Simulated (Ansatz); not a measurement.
Ansatz (a program for electronic structure) run on ZnSb₂ (P2, 6 atoms in the cell): self-consistent single point.

Method: PBEsol, default PAW files made with PBE (plane waves; Ansatz).

```
ZnSb2
1.0
    6.79981     0.00000     0.00000
    0.00000     6.79981     0.00000
    0.00000     0.00000     3.21039
Zn Sb
2 4
Direct
  0.50000   0.50000   0.51557
  0.00000   0.00000   0.00000
  0.85289   0.35289   0.25000
  0.35289   0.14711   0.75000
  0.14711   0.64711   0.25000
  0.64711   0.85289   0.75000
```

Reference input (self-consistent single point, DFT, PBEsol, plane waves, default PAW files made with PBE): basis.ecutwfc = 420 eV; kpoints.mp_grid.grid = 3 3 7; hamiltonian.xc = pbesol; hamiltonian.pseudopotentials = {kind: paw} (the program's default PAW files); scf.occupations.method = gaussian; scf.occupations.width = 0.1 eV. This run's input differs from it in these lines:

Ansatz 0.2 input:
```diff
@@ -16,3 +16,3 @@
 kpoints:
-  mp_grid: { grid: [3, 3, 7] }
+  mp_grid: { grid: [5, 5, 12] }
 hamiltonian:
@@ -21,3 +21,3 @@
 scf:
-  occupations: { method: gaussian, width: 0.1 eV }
+  occupations: { method: gaussian, width: 0.02 eV }
 output:
```

Output, abridged:

```
SCF iter   1: F=—  HF=-32193.565786 eV  |F-HF|=—  |Δ(HF+E_count)|=         —  Δρ=2.96e-3  dr2=1.09e-2  ethr=1.77e-3  ⟨swp⟩=8.2  Hψ=20017  notcnv=0  defer=6
all-band conjugate gradients solve this SCF's bands
preconditioner: auto → Resta (q_TF=auto, 2.481 Å⁻¹)
SCF iter   2: F=—  HF=-32193.558671 eV  |F-HF|=—  |Δ(HF+E_count)|=   7.12e-3  Δρ=1.62e-3  dr2=4.23e-3  ethr=1.29e-5  ⟨swp⟩=2.7  Hψ=8731  notcnv=0  defer=290
   [... lines left out ...]
SCF iter   4: F=—  HF=-32193.557126 eV  |F-HF|=—  |Δ(HF+E_count)|=   3.23e-4  Δρ=2.48e-4  dr2=6.40e-5  ethr=1.06e-6  ⟨swp⟩=2.2  Hψ=6799  notcnv=0  defer=290
SCF iter   5: F=—  HF=-32193.557086 eV  |F-HF|=—  |Δ(HF+E_count)|=   4.05e-5  Δρ=1.88e-4  dr2=3.86e-5  ethr=7.62e-8  ⟨swp⟩=2.0  Hψ=8174  notcnv=0  defer=290
SCF iter   6: F=—  HF=-32193.557064 eV  |F-HF|=—  |Δ(HF+E_count)|=   2.18e-5  Δρ=5.09e-5  dr2=3.20e-6  ethr=4.59e-8  ⟨swp⟩=2.0  Hψ=8161  notcnv=0  defer=290
SCF iter   7: F=-32193.557062 eV  HF=-32193.557062 eV  |F-HF|=5.15e-8  |Δ(HF+E_count)|=   1.63e-6  Δρ=8.21e-6  dr2=7.59e-8  ethr=1.19e-10  ⟨swp⟩=9.5  Hψ=25939  notcnv=0
SCF 1 converged in 7 iterations: F = -32193.557062 eV  dr2 = 7.59e-8
Free energy (F): -32193.557062 eV
Internal energy: -32193.556589 eV  (E = F + TS)
E sigma→0 (E₀):  -32193.556826 eV
Entropy (-TS):   -0.000473 eV (-0.079 meV/atom)
Fermi energy:    10.102661 eV
--- Forces (eV/Å), atoms counted from 1 ---
  atom   1  Zn     0.00000000     0.00000000    -0.01428335
  atom   2  Zn     0.00000000     0.00000000     0.00444374
  atom   3  Sb    -0.11488709    -0.07592266     0.00245509
  atom   4  Sb    -0.09862448     0.05869772     0.00246473
  atom   5  Sb     0.11488709     0.07592266     0.00245509
  atom   6  Sb     0.09862448    -0.05869772     0.00246473
--- Stress (GPa, compression-positive) ---
        0.385399       0.091434       0.000000
        0.091434       0.449069       0.000000
        0.000000       0.000000      -3.068543
  P = ⅓ Tr σ = -0.7447 GPa (-7.447 kbar)
  The stress holds the Pulay correction. Without it, at fixed plane waves, as pw.x and ABINIT print it: P = -0.7946 GPa
```

The run converged in 7 iterations. Against the reference run the free energy rises by 27.2 meV/atom, the pressure goes from -0.63 to -0.74 GPa and the largest force goes from 0.333 to 0.138 eV/Å.

The starting cell comes from a database of computed structures (which also holds hypothetical and non-ambient phases and stackings), without a prior relaxation at this level. Its lattice was rescaled by up to half a per cent. One atom was moved a little off its site on purpose. Ansatz's pressure includes its estimate of the finite-basis (Pulay) stress. The run gives no clean gap (levels at the Fermi energy touch, overlap or are partly filled at this smearing), which alone does not show that the compound is a metal.

Cost on one core of a shared machine: roughly 80 s.
